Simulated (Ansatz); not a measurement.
fluorite-type NiSi2 (0 0 1) on silicon (0 0 1), B on 2 of 2 substrate sites at each interface (film strained to the substrate, faces as cut)

A periodic stack without vacuum, fluorite-type NiSi2 (0 0 1) on silicon (0 0 1), B on 2 of 2 substrate sites at each interface (film strained to the substrate, faces as cut): substrate slab Si20B4, film Ni8Si16, surface cells [[-2, 0], [-1, -1]] and [[-2, 0], [-1, -1]], film strained by +0.5 and +0.5 %, faces Si/Si and Si/Ni as cut (like faces can put a slab off its formula).

The start was prepared with a machine-learned potential, and the result is one local minimum, with the in-plane cell held and forces under 0.04 eV/Å; the film can end far from its bulk form.

Calculation: PBE (plane waves to 420 eV, PAW; Ansatz, a program for electronic structure). Spin–orbit coupling is left out; the runs are not spin-polarised; PBE gaps are too small against experiment. Its k-point mesh 4×7×1, Fermi–Dirac width 0.05 eV.

- interface area = 29.9 Å²
- period = 26.05 Å
- gaps between the outermost planes at the two interfaces = 0.93 and 0.91 Å
- B–Si contacts across the interfaces within 1.22 times the sum of covalent radii = 10, mean 2.16 Å
- B–Ni contacts across the interfaces within 1.22 times the sum of covalent radii = 4, mean 2.14 Å
- Ni–Si contacts across the interfaces within 1.22 times the sum of covalent radii = 2, mean 2.22 Å
- Si–Si contacts across the interfaces within 1.22 times the sum of covalent radii = 2, mean 2.48 Å
- estimate of the barrier = withheld, since the two interfaces are unlike
- slope of the mean potential energy in the substrate = -2.1 MV/cm × e

```yaml
crystal:
  lattice:
    - [7.73451, -0.00184, -0.17422]
    - [-0.00222, 3.86460, -0.16466]
    - [2.58807, -0.82338, 26.06023]
  atoms:
    - { symbol: Si, position: [0.44769, 0.88010, 0.06196] }
    - { symbol: Si, position: [0.94769, 0.88010, 0.06196] }
    - { symbol: B, position: [0.24981, 0.85564, 0.01290] }
    - { symbol: B, position: [0.74981, 0.85564, 0.01290] }
    - { symbol: Si, position: [0.68098, 0.43231, 0.16623] }
    - { symbol: Si, position: [0.18098, 0.43231, 0.16623] }
    - { symbol: Si, position: [0.44477, 0.40601, 0.11366] }
    - { symbol: Si, position: [0.94477, 0.40601, 0.11366] }
    - { symbol: Si, position: [0.40306, 0.98418, 0.27123] }
    - { symbol: Si, position: [0.90306, 0.98418, 0.27123] }
    - { symbol: Si, position: [0.16661, 0.95860, 0.21876] }
    - { symbol: Si, position: [0.66661, 0.95860, 0.21876] }
    - { symbol: Si, position: [0.62539, 0.53609, 0.37626] }
    - { symbol: Si, position: [0.12539, 0.53609, 0.37626] }
    - { symbol: Si, position: [0.38888, 0.51043, 0.32370] }
    - { symbol: Si, position: [0.88888, 0.51043, 0.32370] }
    - { symbol: Si, position: [0.35365, 0.08915, 0.48094] }
    - { symbol: Si, position: [0.85365, 0.08915, 0.48094] }
    - { symbol: Si, position: [0.11657, 0.06231, 0.42871] }
    - { symbol: Si, position: [0.61657, 0.06231, 0.42871] }
    - { symbol: B, position: [0.60996, 0.64152, 0.58388] }
    - { symbol: B, position: [0.10996, 0.64152, 0.58388] }
    - { symbol: Si, position: [0.30458, 0.61387, 0.53008] }
    - { symbol: Si, position: [0.80458, 0.61387, 0.53008] }
    - { symbol: Ni, position: [0.06554, 0.73649, 0.77443] }
    - { symbol: Ni, position: [0.56554, 0.73649, 0.77443] }
    - { symbol: Ni, position: [0.34182, 0.18560, 0.67239] }
    - { symbol: Ni, position: [0.84182, 0.18560, 0.67239] }
    - { symbol: Ni, position: [0.02297, 0.83806, 0.97815] }
    - { symbol: Ni, position: [0.52297, 0.83806, 0.97815] }
    - { symbol: Ni, position: [0.29137, 0.28695, 0.87621] }
    - { symbol: Ni, position: [0.79137, 0.28695, 0.87621] }
    - { symbol: Si, position: [0.82912, 0.71116, 0.72365] }
    - { symbol: Si, position: [0.32912, 0.71116, 0.72365] }
    - { symbol: Si, position: [0.07911, 0.21064, 0.72280] }
    - { symbol: Si, position: [0.57911, 0.21064, 0.72280] }
    - { symbol: Si, position: [0.10436, 0.15938, 0.61966] }
    - { symbol: Si, position: [0.60436, 0.15938, 0.61966] }
    - { symbol: Si, position: [0.85928, 0.66064, 0.62221] }
    - { symbol: Si, position: [0.35928, 0.66064, 0.62221] }
    - { symbol: Si, position: [0.78397, 0.81387, 0.93018] }
    - { symbol: Si, position: [0.28397, 0.81387, 0.93018] }
    - { symbol: Si, position: [0.02772, 0.31363, 0.92946] }
    - { symbol: Si, position: [0.52772, 0.31363, 0.92946] }
    - { symbol: Si, position: [0.05453, 0.26242, 0.82648] }
    - { symbol: Si, position: [0.55453, 0.26242, 0.82648] }
    - { symbol: Si, position: [0.80257, 0.76181, 0.82576] }
    - { symbol: Si, position: [0.30257, 0.76181, 0.82576] }
```
